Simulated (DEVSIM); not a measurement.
Structure: abrupt Si p-n junction, at 250 K.

Layer 1 from the left is Si, thickness (μm) 0.660, Na (cm⁻³) 5.1e16, τn (s) 3e-5, τp (s) 3e-5. Layer 2 from the left is Si, thickness (μm) 7.40, Nd (cm⁻³) 2.3e16, τn (s) 3e-5, τp (s) 3e-5.

Left contact: ohmic. Right contact: ohmic. Voltage is applied to the left contact. Recombination: SRH at mid-gap, radiative. Mobility is μmin + (μ − μmin)/(1 + (N/Nref)^α).

Constants are typed, rounded textbook-type inputs, not results; the design itself was drawn at random and stands for no fabricated device. Values at 300 K; Nc and Nv go as T^1.5, mobilities as T to minus their exponent, the gap by Varshni's rule with the affinity fixed.

Si: gap (eV) 1.124, affinity (eV) 4.05, permittivity 11.7, Nc (cm⁻³) 2.86e19, Nv (cm⁻³) 3.1e19, μn (cm²/Vs) 1417, μp (cm²/Vs) 470, μn,min 52, μp,min 45, Nref,n 9.7e16, Nref,p 2.2e17, αn 0.68, αp 0.72, T exponent of μn 2.3, T exponent of μp 2.2, B (cm³/s) 4.7e-15, Varshni α (eV/K) 0.000473, Varshni β (K) 636.

Task: Estimate by hand the built-in potential, the peak field at zero bias, the capacitance at -1.5 V, and compare with a numerical solution.

Result: 
- Built-in potential: ni = √(Nc Nv) exp(−Eg/2kT) = 8.01e7 cm⁻³ with Eg = 1.136 eV; Vbi = kT/q ln(Na Nd/ni²) = 0.856 V; numerical 0.856 V.
- Peak field at zero bias: depletion approximation: W = √(2εVbi/(qN)) = 0.264 μm with N = 1.59e16 cm⁻³; field = 2Vbi/W = 64800 V/cm; numerical 63200 V/cm (estimate above by 2.6 %).
- Capacitance at -1.5 V: C = √(qεN / 2(Vbi + |V|)) = 23.6 nF/cm²; numerical 23.8 nF/cm² (estimate below by 0.91 %).

Simulated with DEVSIM: 1D drift-diffusion, Boltzmann statistics, complete ionisation; no tunnelling, impact ionisation, image-force lowering or self-heating.
